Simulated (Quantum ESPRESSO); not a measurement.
## Energy against c/a at fixed volume: hcp Be (space group 194) (Quantum ESPRESSO, PBE)

```
CELL_PARAMETERS angstrom
      2.30402     0.00000     0.00000
     -1.15201     1.99534     0.00000
      0.00000     0.00000     3.45784
ATOMIC_POSITIONS crystal
  Be 0.66667 0.33333 0.75000
  Be 0.33333 0.66667 0.25000
```

Method of the run: PBE, GBRV 1.5 ultrasoft (PBE) pseudopotentials (plane waves; Quantum ESPRESSO). Settings: ecutwfc = 52 Ry; ecutrho = 260 Ry; occupations = smearing; smearing = fermi-dirac; degauss = 0.0036749 Ry; potentials = {Be: be_pbe_v1.4.uspp.F.UPF}; K_POINTS = automatic 32 32 18 0 0 0; conv_thr = 1e-10 Ry. The cell above is the first row's. The rows change c/a at fixed volume. In all rows fractional positions and the k mesh are held. E is the free energy at the stated smearing, counted from the lowest row.

| c/a | E (meV/atom) |
|---|---|
| 1.5008 | 13.29 |
| 1.5164 | 8.36 |
| 1.5321 | 4.53 |
| 1.5477 | 1.86 |
| 1.5633 | 0.36 |
| 1.5790 | 0.00 |
| 1.5946 | 0.73 |
| 1.6102 | 2.53 |
| 1.6259 | ? |

Fit E of the 8 rows that show it with a cubic. With u = c/a - 1.56, the rows have u = -0.05920, -0.04360, -0.02790, -0.01230, 0.00330, 0.01900, 0.03460, 0.05020. Least squares gives E = 0.598 - 75.74·u + 2309.4·u² - 605·u³. Residuals (row less fit): -0.011, 0.020, 0.008, -0.020, -0.013, 0.012, 0.013, -0.009; standard error 0.020 (degrees of freedom: 4). The fitted curve has its minimum at c/a = 1.58, where E = -0.03. To one more digit the minimum is at c/a = 1.577; the ideal close-packed ratio is 1.633.

Problem. What does the fit predict for E at c/a = 1.6259, and how far is the calculated value from it?

Solution. u = 0.06590, so E = 0.598 - 75.74 × 0.06590 + 2309.4 × 0.06590² - 605 × 0.06590³ = 5.463 meV/atom. The calculation gives 5.40 meV/atom, 0.063 meV/atom below the prediction (0.5 % of the range of E in the table). The row lies outside the fitted rows, so this is an extrapolation. From the scatter of the fitted rows alone, a prediction at this place has a standard error of 0.052 meV/atom, so the miss is 1.2 times that.

Carrying the step between the two nearest rows on in a straight line would have given 4.34, off by 1.06; series whose last step already gives the withheld value aren't shown. The reference cell has the volume at which an earlier scan in this program and functional put its minimum by a fit; axis ratios and inner coordinates come from a measured-size cell. The runs keep the symmetry of the cell, so they don't test it for distortions. The best c/a moves a little with volume. In metals such curves are sensitive to mesh and smearing. Cutoffs and mesh are single choices, not tested for convergence of this quantity. Series with a scatter that would blur these digits, or in which a gap closes, are not shown. Strain series were run only where this level's volume lies within 10 % of a first guess from the measured size.
